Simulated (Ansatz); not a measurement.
The parent structure is NaI in the rock salt structure (space group Fm-3m, No. 225; a = 6.402 Å).

Calculations: Ansatz (an electronic-structure program), PBEsol, PAW, cutoff 420 eV, spin-orbit coupling left out.

Strains are applied to the cell and any free atomic positions relax.

One change was made to it. Results:

```tsv
quantity	base	after
energy relative to the base (free energy F)	0 meV/atom	+5.7 meV/atom
band gap	3.60 eV	3.45 eV
gap character	direct at Γ	direct at Γ
electron mass	0.26 mₑ (at Γ)	0.26 mₑ (at Γ)
```

Which change produced these results?
(A) isotropic strain +2.00 %
(B) isotropic strain +1.50 %
(C) isotropic strain −2.50 %
(D) isotropic strain −0.50 %

A, isotropic strain +2.00 %. For comparison, the energy relative to the base in the other runs: isotropic strain +1.50 % gives +3.3 meV/atom; isotropic strain −2.50 % gives +11 meV/atom; isotropic strain −0.50 % gives +0.4 meV/atom.

Spin-orbit coupling, missing from the scalar runs, can matter with I. Effective masses come from finite differences of ±0.01 Å⁻¹. Stability against distortions was not tested.
